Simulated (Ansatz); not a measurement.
**TiO2 under a change: O → C**

The reference is TiO$_{2}$ in the rutile structure (space group P4_2/mnm, No. 136; a = 4.597 Å, c = 2.954 Å).

Now apply this change: every O is replaced by C, then cell and atoms are relaxed.

Level of theory: Kohn–Sham DFT with the r2SCAN functional, run in Ansatz (a quantum-chemistry and plane-wave program) with PAW and 500 eV plane waves, spin-orbit coupling left out. Settings: 10×10×15 k-points, 0.05 eV Fermi–Dirac smearing, for the changed cell.

```
quantity                             base     changed        shift
-----------------------------  ----------  ----------  -----------
volume per atom                  10.40 Å³    12.78 Å³     +2.38 Å³
density                        4.25 g/cm³  3.11 g/cm³  -1.14 g/cm³
lattice parameter a               4.597 Å     4.975 Å    +0.3788 Å
c/a ratio                           0.643       0.623       -0.020
shortest interatomic distance     1.948 Å     2.070 Å    +0.1225 Å
band gap                          2.22 eV        zero            –
```

Whether these cells are dynamically stable was not tested. As relaxed here, TiC2 is a hypothetical phase, not in the database extracts checked. The final runs are not spin-polarised. TiC2 has a high density of states at the Fermi level and may be magnetic at this level.
